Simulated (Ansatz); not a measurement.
Rock-salt LaTe

All values below come from LDA in Ansatz (PAW).

Run with plane-wave cutoff 500 eV, 10×10×10 k mesh, Fermi–Dirac smearing 0.05 eV, scalar-relativistic PAW data made under PBE.

Cell (relaxed at this level):

```xyz
2
Lattice="0.0000 3.1730 3.1730 3.1730 0.0000 3.1730 3.1730 3.1730 0.0000" Properties=species:S:1:pos:R:3 pbc="T T T"
La     0.0000     0.0000     0.0000
Te     3.1730     3.1730     3.1730
```

```yaml
band_gap: none
```

Spin–orbit coupling is not included.

Computed values are for the static lattice.

Cost on a shared machine: very roughly 23 core-seconds.

Ansatz is a quantum-chemistry and plane-wave program.
